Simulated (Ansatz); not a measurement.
Consider Hf in the hcp (Mg type) structure (space group P6_3/mmc, No. 194; a = 3.198 Å, c = 5.047 Å). Axes: x lies along a and z along c of the hexagonal cell.

Method: r2SCAN (Ansatz, a first-principles code; PAW; 500 eV plane waves; spin-orbit coupling left out).

Base values:

- Shortest interatomic distance: 3.127 Å
- Band gap: zero

One thing is altered: a free-standing slab of 7 layers (7 atoms, 1 a layer) is cut normal to the z axis, with 15 Å of vacuum and the in-plane cell held at bulk.

Problem. What does the calculation give for the excess energy per area of both faces after the change?

Solution. The excess energy per area of both faces (slab less bulk energy over the cell's area: twice a surface energy) amounts to 3.9 J/m² (uncertain by up to 0.1 J/m²).

Problem. Predict the new shortest interatomic distance.

Solution. The shortest interatomic distance decreases by 0.124 Å to 3.003 Å.

Problem. Estimate the effect on the change of the spacing d23 from its bulk value of 2.524 Å.

Solution. The change of the spacing d23 from its bulk value of 2.524 Å comes out as +3.2 %.

Problem. What does the calculation give for the change of the spacing d12 from its bulk value of 2.524 Å after the change?

Solution. The change of the spacing d12 from its bulk value of 2.524 Å amounts to -6.2 %.

Problem. How does this affect the band gap?

Solution. The band gap is still zero.

Slab and bulk use different k-meshes, which limits the precision of the excess energy. Whether these cells are dynamically stable was not tested. The final runs are not spin-polarised.
